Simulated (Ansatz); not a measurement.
O vacancy (broken-bond start) (monoclinic HfO2 host)

Level of theory: PBE, PAW (plane waves to 420 eV; Ansatz, a first-principles code). The supercell holds 96 host sites (2×2×2 repeats of the unit cell), with a 2×2×2 shifted k-point sampling for the final energies. Sites at the start: the O(2,4-fold) site; a neighbour pushed 0.95 Å away from the vacancy. Finite-size correction: monopole term and site-potential alignment. Dielectric constants: PBE linear response of the host. Host gap at this level: 4.04 eV. Finite-size and sampling errors can reach tenths of an eV here. PBE underestimates the host's gap, which shifts levels and can delocalise carriers. Spin–orbit coupling is left out, which matters for these heavy elements. Each state is the lowest found from its start.

Formation energies E_f are given with the Fermi level at the valence-band maximum. Chemical conditions: Hf-rich (Δμ(O) = -5.19 eV; only phases computed here count, gases as isolated molecules at 0 K); O-rich (Δμ(O) = 0.00 eV; only phases computed here count, gases as isolated molecules at 0 K). Reference phases: O: O2 molecule in a box.

| charge | moment (μB) | point group | largest move off a lattice site (Å) | image correction with alignment (eV) | E_f, Hf-rich (eV) | E_f, O-rich (eV) |
|---|---|---|---|---|---|---|
| +2 | not spin-polarised | C1 | 0.41 | 0.19 | -3.88 | 1.31 |
| +1 | 1.0 | C1 | 0.16 | 0.01 | -1.57 | 3.62 |
| 0 | not spin-polarised | C1 | 0.07 | 0.00 | 1.00 | 6.19 |

Point groups are those of the whole cell at tolerances of 0.03 and 0.1 Å ("near" where only the looser one holds); none is given for unsettled states.

Not the lowest form: the same atoms on another site or from another start ended lower, by 0.60 eV at charge +2; by 0.29 eV at charge +1. The levels below are those of this configuration alone.

Transition levels above the valence-band maximum: ε(+2/+1) = 2.31 eV; ε(+1/0) = 2.56 eV.

Flagged in the runs: a doubtful potential alignment, a host whose relaxation on this sampling wasn't shown to rest.
